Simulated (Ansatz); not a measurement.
System: ZnSnN2 (model structure, started from the MgZrN2 type, I4₁/amd, No. 141, 8 atoms in the cell). Method: r²SCAN (Ansatz, a program for electronic structure, plane waves, PAW).

Output (set-up and result lines):

```
Crystal: 8 atoms, lattice volume = 90.166 Å³
Basis set: ecut = 560 eV, 2695 PW (Γ), exchange–correlation on 135×135×135 points (27 copies of the dense FFT grid, shifted against one another)
Bands: 44, of which v1, the nominal top of the filled ones, is band 36 counted from 1 (35 counted from 0)
Symmetry: 16 space group operations
Space group: I41/amd (ITA 141), of the structure as read, at distance tolerance 4.5e-5 Å
k-points: 163 of 1728
Functional: x = r2scan, c = r2scan; τ floored in thin density (d = 2e-4 eV/Å³)
SCF iter   1: F=—  HF=-20266.591004 eV  |F-HF|=—  |Δ(HF+E_count)|=         —  Δρ=1.83e-2  dr2=1.62e-1  dr2_τ=3.16e-1
SCF iter   2: F=—  HF=-20266.713383 eV  |F-HF|=—  |Δ(HF+E_count)|=   1.22e-1  Δρ=7.03e-3  dr2=3.25e-2  dr2_τ=7.74e-4
  ...
SCF iter   8: F=—  HF=-20266.706861 eV  |F-HF|=—  |Δ(HF+E_count)|=   5.50e-5  Δρ=4.35e-6  dr2=1.17e-8  dr2_τ=3.47e-10
SCF iter   9: F=-20266.706861 eV  HF=-20266.706861 eV  |F-HF|=2.18e-11  |Δ(HF+E_count)|=   8.94e-9  Δρ=5.10e-7  dr2=1.73e-10  dr2_τ=1.04e-11
SCF 1 converged in 9 iterations: F = -20266.706861 eV  dr2 = 1.73e-10
SCF converged after 9 iterations
Free energy (F): -20266.706861 eV
Internal energy: -20266.706861 eV  (E = F + TS)
E sigma→0 (E₀):  -20266.706861 eV
Fermi energy:    13.379842 eV
--- Forces (eV/Å), atoms counted from 1 ---
  atom   1  Zn    -0.00000000     0.00000000     0.00000000
  atom   2  Zn     0.00000000     0.00000000     0.00000000
  atom   3  Sn     0.00000000     0.00000000     0.00000000
  atom   4  Sn     0.00000000     0.00000000     0.00000000
  atom   5  N      0.00000000     0.00000000     0.00006365
  atom   6  N     -0.00000000    -0.00000000     0.00006365
  atom   7  N      0.00000000     0.00000000    -0.00006365
  atom   8  N     -0.00000000     0.00000000    -0.00006365
--- Stress (GPa, compression-positive) ---
       -0.000013       0.000000       0.000000
        0.000000      -0.000013       0.000000
        0.000000      -0.000000       0.002898
  P = ⅓ Tr σ = 0.0010 GPa (0.010 kbar)
```

Q: Write an input file that could have produced this run (the log leaves some choices open).

A: One answer among several that fit: 
Ansatz 0.2 input:
```yaml
crystal:
  lattice:
    - [-2.1940276042, 2.1940276042, 4.6827043213]
    - [2.1940276042, -2.1940276042, 4.6827043213]
    - [2.1940276042, 2.1940276042, -4.6827043213]
  atoms:
    - { symbol: Zn, position: [0.5, 0.5, 0.0] }
    - { symbol: Zn, position: [0.25, 0.75, 0.5] }
    - { symbol: Sn, position: [0.75, 0.25, 0.5] }
    - { symbol: Sn, position: [0.0, 0.0, 0.0] }
    - { symbol: N, position: [0.5174396835, 0.0174396835, 0.5] }
    - { symbol: N, position: [0.7674396835, 0.7674396835, 0.0] }
    - { symbol: N, position: [0.2325603165, 0.2325603165, 0.0] }
    - { symbol: N, position: [0.9825603165, 0.4825603165, 0.5] }
basis:
  ecutwfc: 560
  ecutrho_ratio: 4
  xc_grid: 3
kpoints:
  mp_grid: { grid: [12, 12, 12] }
  band_path:
    path:
      - [0.0, 0.0, 0.0]
      - [0.0, 0.0, 0.05]
      - [0.0, 0.0, 0.1]
      - [0.0, 0.0, 0.15]
      - [0.0, 0.0, 0.2]
      - [0.0, 0.0, 0.25]
      - [0.0, 0.0, 0.3]
      - [0.0, 0.0, 0.35]
      - [0.0, 0.0, 0.4]
      - [0.0, 0.0, 0.45]
      - [0.0, 0.0, 0.5]
      - [0.125, 0.125, 0.375]
      - [0.25, 0.25, 0.25]
      - [0.208333, 0.291667, 0.208333]
      - [0.166667, 0.333333, 0.166667]
      - [0.125, 0.375, 0.125]
      - [0.083333, 0.416667, 0.083333]
      - [0.041667, 0.458333, 0.041667]
      - [0.0, 0.5, 0.0]
      - [0.0, 0.428571, 0.0]
      - [0.0, 0.357143, 0.0]
      - [0.0, 0.285714, 0.0]
      - [0.0, 0.214286, 0.0]
      - [0.0, 0.142857, 0.0]
      - [0.0, 0.071429, 0.0]
      - [0.083333, 0.083333, -0.083333]
      - [0.166667, 0.166667, -0.166667]
      - [0.25, 0.25, -0.25]
      - [0.333333, 0.333333, -0.333333]
      - [0.416667, 0.416667, -0.416667]
      - [0.5, 0.5, -0.5]
      - [0.460976, 0.539024, -0.460976]
      - [0.421953, 0.578047, -0.421953]
      - [0.382929, 0.617071, -0.382929]
      - [0.343906, 0.656094, -0.343906]
      - [0.304882, 0.695118, -0.304882]
      - [-0.304882, 0.304882, 0.304882]
      - [-0.266772, 0.266772, 0.266772]
      - [-0.228662, 0.228662, 0.228662]
      - [-0.190551, 0.190551, 0.190551]
      - [-0.152441, 0.152441, 0.152441]
      - [-0.114331, 0.114331, 0.114331]
      - [-0.076221, 0.076221, 0.076221]
      - [-0.03811, 0.03811, 0.03811]
      - [-0.109764, 0.109764, 0.5]
      - [0.5, 0.5, -0.109764]
      - [0.5, 0.5, -0.165512]
      - [0.5, 0.5, -0.22126]
      - [0.5, 0.5, -0.277008]
      - [0.5, 0.5, -0.332756]
      - [0.5, 0.5, -0.388504]
      - [0.5, 0.5, -0.444252]
    npoints: 1
hamiltonian:
  xc: r2scan
  dispersion: none
  pseudopotentials: { kind: paw }
scf:
  occupations: { method: fermi_dirac, width: 0.01 }
  convergence: { dr2_threshold: 0.0000000008 }
output:
  forces: true
  stress: true
  eigenvalues: true
  write_bands: true
```

The PAW data were made under PBE.

Note: the relaxation could raise the start's symmetry but not lower it, so the cell can be a saddle point.

A model structure was made by putting elements into a prototype or built by hand; it is no filed structure, need not be a known phase, and can be a saddle point held by its symmetry.
